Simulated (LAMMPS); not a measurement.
MD of Ni (fcc) at zero pressure over temperature, 4000 atoms; each row names its start.

All values are model results, not measurements: classical MD, pair style eam, the elements' _u3.eam files (universal-3 set of Foiles, Baskes and Daw), run in LAMMPS.

```json
[
 {"T (K), start": "100, crystal", "state": "crystal; no diffusion seen in 30 ps", "volume": "10.9515 ± 0.0001 Å³/atom", "enthalpy": "-4.4240 ± 0.0001 eV/atom", "first peak of g(r)": "2.49 Å, height 15.4", "coordination number": "12.0 (counted to 3.02 Å)", "D(Ni)": "-"},
 {"T (K), start": "200, crystal", "state": "crystal; no diffusion seen in 30 ps", "volume": "11.0005 ± 0.0001 Å³/atom", "enthalpy": "-4.3979 ± 0.0001 eV/atom", "first peak of g(r)": "2.49 Å, height 11.3", "coordination number": "12.0 (counted to 3.02 Å)", "D(Ni)": "-"},
 {"T (K), start": "300, crystal", "state": "crystal; no diffusion seen in 30 ps", "volume": "11.0508 ± 0.0002 Å³/atom", "enthalpy": "-4.3714 ± 0.0001 eV/atom", "first peak of g(r)": "2.49 Å, height 9.3", "coordination number": "12.0 (counted to 3.02 Å)", "D(Ni)": "-"},
 {"T (K), start": "780, crystal", "state": "crystal; no diffusion seen in 30 ps", "volume": "11.3113 ± 0.0004 Å³/atom", "enthalpy": "-4.2407 ± 0.0002 eV/atom", "first peak of g(r)": "2.50 Å, height 5.7", "coordination number": "12.0 (counted to 3.06 Å)", "D(Ni)": "-"},
 {"T (K), start": "1040, crystal", "state": "crystal; no diffusion seen in 30 ps", "volume": "11.4708 ± 0.0008 Å³/atom", "enthalpy": "-4.1666 ± 0.0004 eV/atom", "first peak of g(r)": "2.50 Å, height 4.8", "coordination number": "12.0 (counted to 3.10 Å)", "D(Ni)": "-"},
 {"T (K), start": "1300, crystal", "state": "crystal; no diffusion seen in 30 ps", "volume": "11.6482 ± 0.0003 Å³/atom", "enthalpy": "-4.0894 ± 0.0001 eV/atom", "first peak of g(r)": "2.50 Å, height 4.2", "coordination number": "12.0 (counted to 3.10 Å)", "D(Ni)": "-"},
 {"T (K), start": "1560, crystal", "state": "crystal; no diffusion seen in 30 ps", "volume": "11.8503 ± 0.0007 Å³/atom", "enthalpy": "-4.0079 ± 0.0003 eV/atom", "first peak of g(r)": "2.50 Å, height 3.7", "coordination number": "12.1 (counted to 3.14 Å)", "D(Ni)": "-"},
 {"T (K), start": "1810, crystal", "state": "crystal; no diffusion seen in 30 ps", "volume": "12.0797 ± 0.0010 Å³/atom", "enthalpy": "-3.9235 ± 0.0003 eV/atom", "first peak of g(r)": "2.49 Å, height 3.4", "coordination number": "12.3 (counted to 3.22 Å)", "D(Ni)": "-"},
 {"T (K), start": "1560, melt", "state": "liquid", "volume": "12.623 ± 0.002 Å³/atom", "enthalpy": "-3.8355 ± 0.0005 eV/atom", "first peak of g(r)": "2.45 Å, height 3.0", "coordination number": "13.0 (counted to 3.42 Å)", "D(Ni)": "(2.42 ± 0.03) × 10^-5 cm²/s"},
 {"T (K), start": "1730, melt", "state": "liquid", "volume": "12.848 ± 0.003 Å³/atom", "enthalpy": "-3.7715 ± 0.0007 eV/atom", "first peak of g(r)": "2.45 Å, height 2.9", "coordination number": "13.1 (counted to 3.46 Å)", "D(Ni)": "(3.59 ± 0.02) × 10^-5 cm²/s"},
 {"T (K), start": "1900, melt", "state": "liquid", "volume": "13.083 ± 0.002 Å³/atom", "enthalpy": "-3.7073 ± 0.0002 eV/atom", "first peak of g(r)": "2.44 Å, height 2.7", "coordination number": "12.9 (counted to 3.46 Å)", "D(Ni)": "(5.11 ± 0.09) × 10^-5 cm²/s"},
 {"T (K), start": "2160, melt", "state": "liquid", "volume": "13.452 ± 0.004 Å³/atom", "enthalpy": "-3.6121 ± 0.0007 eV/atom", "first peak of g(r)": "2.44 Å, height 2.6", "coordination number": "12.6 (counted to 3.46 Å)", "D(Ni)": "(6.9 ± 0.1) × 10^-5 cm²/s"},
 {"T (K), start": "2420, melt", "state": "liquid", "volume": "13.844 ± 0.003 Å³/atom", "enthalpy": "-3.5179 ± 0.0004 eV/atom", "first peak of g(r)": "2.45 Å, height 2.5", "coordination number": "12.3 (counted to 3.46 Å)", "D(Ni)": "(9.8 ± 0.2) × 10^-5 cm²/s"}
]
```

Measured linear expansion coefficient: 13.40 1e-6/K at 293 K (Kaye and Laby Online (NPL), 2.3.5 Thermal expansion).

Measured melting point: 1728 K (Wikipedia, Melting points of the elements (data page)).

Caution (row 1810, crystal): this crystal lies over the melting point of about 1710 K that EAM-type universal-3 set of Foiles, Baskes and Daw gives, so it is superheated.

Caution (row 1560, melt): this liquid lies under the melting point of about 1710 K that EAM-type universal-3 set of Foiles, Baskes and Daw gives, so it is undercooled.

From the crystal rows between 100 and 300 K, estimate the mean linear expansion coefficient and the heat capacity. The slope of ln V over three gives 15 × 10^-6 /K, and dH/dT = 3.1 kB/atom. Nuclei are classical here, so the heat capacity stays near 3 kB/atom, where a real crystal's falls off below its Debye temperature.

Fit an Arrhenius law to the diffusion of Ni in the liquid. ln D against 1/T from 1560 to 2420 K gives an activation energy of 0.52 eV and D0 = 0.0012 cm²/s.

States go by the mean squared displacement: a species diffuses where it passes 1.5 Å², still rises and gives D over 1e-6 cm²/s; a crystal has left its structure where atoms lie 0.35 Å off their sites on average or a cubic box changes its shape by 3 %, or the axial ratios of another lie 8 % off the starting cell's, which the potential's own relaxation can also do.

Errors of D are the spread over four groups of atoms in one short run; a floor of about 5 %, a picked value, is safer.

The ± values are statistical; the model's systematic error is not in them.
